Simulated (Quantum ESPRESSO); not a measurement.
# Energy against c/a at fixed volume: hcp Ti (space group 194) (Quantum ESPRESSO, PBEsol)

```yaml
crystal:
  lattice:
    - [2.93809, 0.00000, 0.00000]
    - [-1.46904, 2.54446, 0.00000]
    - [0.00000, 0.00000, 4.47466]
  atoms:
    - { symbol: Ti, position: [0.66667, 0.33333, 0.75000] }
    - { symbol: Ti, position: [0.33333, 0.66667, 0.25000] }
```

Method: PBEsol, GBRV 1.5 ultrasoft (PBESOL) pseudopotentials (plane waves; Quantum ESPRESSO). Settings: ecutwfc = 65 Ry; ecutrho = 520 Ry; occupations = smearing; smearing = fermi-dirac; degauss = 0.0036749 Ry; potentials = {Ti: ti_pbesol_v1.4.uspp.F.UPF}; K_POINTS = automatic 26 26 14 0 0 0; conv_thr = 1e-10 Ry; mixing_beta = 0.7. The cell above is the first row's. The rows change c/a at fixed volume. In all rows fractional positions and the k mesh are held. E is the free energy at the stated smearing, counted from the lowest row.

```csv
c/a,E (meV/atom)
1.5230,5.69
1.5388,2.99
1.5547,1.16
1.5706,0.18
1.5864,0.00
1.6023,0.60
1.6182,1.95
1.6340,4.03
1.6499,?
```

Using a cubic, estimate the missing E at c/a = 1.6499 from the other rows, showing the fit.

With u = c/a - 1.58, the rows have u = -0.05700, -0.04120, -0.02530, -0.00940, 0.00640, 0.02230, 0.03820, 0.05400. Least squares gives E = -0.027 - 6.38·u + 1575.3·u² - 1248·u³. Residuals (row less fit): 0.004, -0.007, -0.003, 0.007, 0.004, 0.000, -0.008, 0.004; standard error 0.008 (degrees of freedom: 4). The fitted curve has its minimum at c/a = 1.58, where E = -0.03. To one more digit the minimum is at c/a = 1.582; the ideal close-packed ratio is 1.633. At the withheld row, u = 0.06990, so E = -0.027 - 6.38 × 0.06990 + 1575.3 × 0.06990² - 1248 × 0.06990³ = 6.798 meV/atom. The calculation gives 6.82 meV/atom, 0.022 meV/atom above the prediction (0.3 % of the range of E in the table). The row lies outside the fitted rows, so this is an extrapolation. From the scatter of the fitted rows alone, a prediction at this place has a standard error of 0.020 meV/atom, so the miss is 1.1 times that.

Carrying the step between the two nearest rows on in a straight line would have given 6.12, off by 0.70; series whose last step already gives the withheld value aren't shown. The reference cell has the volume at which an earlier scan in this program and functional put its minimum by a fit; axis ratios and inner coordinates come from a measured-size cell. The runs keep the symmetry of the cell, so they don't test it for distortions. The best c/a moves a little with volume. Spin polarisation is off. In metals such curves are sensitive to mesh and smearing. Cutoffs and mesh are single choices, not tested for convergence of this quantity. Series with a scatter that would blur these digits, or in which a gap closes, are not shown. Strain series were run only where this level's volume lies within 10 % of a first guess from the measured size.
